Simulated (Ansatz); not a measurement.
Start from ZnS in the wurtzite structure (space group P6_3mc, No. 186; a = 3.8453 Å, c = 6.3052 Å). Axes: x lies along a and z along c of the hexagonal cell.

Computed with PBE (Ansatz, an electronic-structure program), no spin-orbit coupling.

Strains are applied to the cell and any free atomic positions relax; under biaxial strain the out-of-plane vector relaxes too.

One change was made to it. Results:

The band gap drops by 0.04 eV (2.08 eV → 2.04 eV); the valence-band top at Γ (three highest levels, from the VBM) goes from 0.00, 0.00, -0.07 eV to 0.00, -0.01, -0.01 eV.

Problem. Name the change that was made.
A. biaxial strain +1.20 %, plane normal [001], relaxed out of plane
B. biaxial strain +1.80 %, plane normal [001], relaxed out of plane
C. biaxial strain +2.40 %, plane normal [001], relaxed out of plane
D. biaxial strain +3.00 %, plane normal [001], relaxed out of plane

Solution. A, biaxial strain +1.20 %, plane normal [001], relaxed out of plane. For comparison, the band gap in the other runs: biaxial strain +2.40 %, plane normal [001], relaxed out of plane gives 1.92 eV; biaxial strain +3.00 %, plane normal [001], relaxed out of plane gives 1.86 eV; biaxial strain +1.80 %, plane normal [001], relaxed out of plane gives 1.98 eV.

Semilocal Kohn–Sham gaps tend to fall short of experiment. Stability against distortions was not tested.
